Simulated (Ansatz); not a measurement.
**GaSb: pressure series**

Take GaSb in the zinc blende structure (space group F-43m, No. 216; a = 6.214 Å) as the base.

Cell and atoms are relaxed at each pressure.

Levels (all Ansatz, a program for electronic structure, PAW, earlier PAW set): PBE (420 eV, without spin-orbit coupling); r2SCAN (500 eV, no spin-orbit coupling).

The base cell above is that of PBE; each level relaxes its own structures.

| case | lattice parameter a, PBE | lattice parameter a, r2SCAN |
|---|---|---|
| pressure −2 GPa | 6.320 Å | 6.220 Å |
| pressure −1 GPa | 6.264 Å | 6.174 Å |
| pressure 0.3 GPa | 6.201 Å | 6.122 Å |
| pressure 0.7 GPa | 6.183 Å | 6.108 Å |
| pressure 1.5 GPa | 6.151 Å | 6.080 Å |
| pressure 3 GPa | 6.094 Å | 6.032 Å |
| pressure 5 GPa | 6.030 Å | 5.976 Å |
| pressure 7.5 GPa | 5.962 Å | 5.914 Å |
| pressure 10 GPa | 5.902 Å | 5.861 Å |

PBE lies above r2SCAN in every row, by 0.042 Å to 0.101 Å. They put the cases in the same order.

Load acts through the strain it causes; cell and atoms are relaxed under it. Stability against distortions was not tested. Tetrahedral semiconductors of this kind turn to denser phases somewhere between about 1 and 50 GPa; those were not computed, so compressed cells here can lie past the real transition. The final runs are not spin-polarised.
